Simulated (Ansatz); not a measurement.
## bcc Ta (1 1 1) on rock-salt PbTe (1 1 1) (film strained to the substrate, started from cuts of the bulks and a machine-learned relaxation; slabs Pb4Te4 and Ta10, which can lie off the formulas)

A periodic stack without vacuum, bcc Ta (1 1 1) on rock-salt PbTe (1 1 1) (film strained to the substrate, started from cuts of the bulks and a machine-learned relaxation; slabs Pb4Te4 and Ta10, which can lie off the formulas): substrate slab Pb4Te4, film Ta10, surface cells [[0, 1], [-1, 0]] and [[0, -1], [1, 0]], film strained by -1.0 and -1.0 %, outermost planes Te/Pb and Ta/Ta as cut, which need not be the usual terminations and can put a slab off its formula.

The start was prepared with a machine-learned potential, and the result is one local minimum, with the in-plane cell held and forces under 0.04 eV/Å; the film can end far from its bulk form.

Calculation: PBE (plane waves to 420 eV, PAW; Ansatz, an electronic-structure program). Scalar-relativistic, without spin–orbit coupling; the runs are not spin-polarised. Its k-point mesh 8×8×1, Fermi–Dirac width 0.05 eV.

The interface area comes out as 18.7 Å² and the period comes out as 25.26 Å. The heights between the nearest atoms of the two slabs at the two interfaces is 1.14 and 1.83 Å and the Pb–Ta contacts across the interfaces within 1.22 times the sum of covalent radii is 7, mean 3.14 Å. The Ta–Te contacts across the interfaces within 1.22 times the sum of covalent radii comes out as 5, mean 3.16 Å.

```
Pb2Ta5Te2
1.0
    4.63943     0.00224     0.26178
   -2.32239     4.02376    -0.10152
    0.82487    -1.55057    25.33615
Pb Te Ta
4 4 10
Direct
  0.29870   0.87909   0.11196
  0.58253   0.59788   0.26519
  0.86648   0.31661   0.41808
  0.81744   0.36831   0.57129
  0.66182   0.51780   0.02682
  0.94462   0.23647   0.18118
  0.22839   0.95475   0.33381
  0.51181   0.67315   0.48652
  0.12505   0.06257   0.65284
  0.46972   0.71700   0.61643
  0.43412   0.75571   0.73029
  0.77934   0.40940   0.69237
  0.74318   0.44748   0.80490
  0.08844   0.10175   0.76821
  0.05105   0.14092   0.88416
  0.39735   0.79416   0.84456
  0.36305   0.83249   0.95448
  0.70748   0.48611   0.91768
```
